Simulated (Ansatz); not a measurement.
Base system: La₂O₃ (space group P-3m1, No. 164; a = 3.9061 Å, c = 6.0400 Å).

It is then changed as follows: cell and atoms relaxed at a pressure of 30 GPa.

Levels (all Ansatz, a first-principles code, PAW): PBEsol (420 eV, without spin-orbit coupling); r2SCAN (500 eV, spin-orbit coupling left out); HSE06 (420 eV, scalar-relativistic without spin-orbit coupling).

One geometry, relaxed with PBEsol, under each level:

```tsv
level	band gap	lowest conduction level above the VBM at special points	pressure
PBEsol	3.61 eV	K 3.61 eV; Γ 3.94 eV; M 3.98 eV; A 4.39 eV	299.9 kbar
r2SCAN	4.07 eV	K 4.07 eV; Γ 4.53 eV; M 4.50 eV; A 4.97 eV	370.0 kbar
HSE06	___	___	–
```

Task: Give the withheld HSE06 results.

Result: 
- HSE06, band gap: 5.10 eV
- HSE06, lowest conduction level above the VBM at special points: K 5.10 eV; Γ 5.54 eV; M 5.62 eV

Single points use the geometry relaxed with PBEsol. Their cutoffs differ, which shifts pressures a little. The hybrid gap comes from the SCF mesh plus the semilocal run's edge points and a few special points and is an upper bound. Load acts through the strain it causes; cell and atoms are relaxed under it. Stability against distortions was not tested. No other phases were tried under pressure.
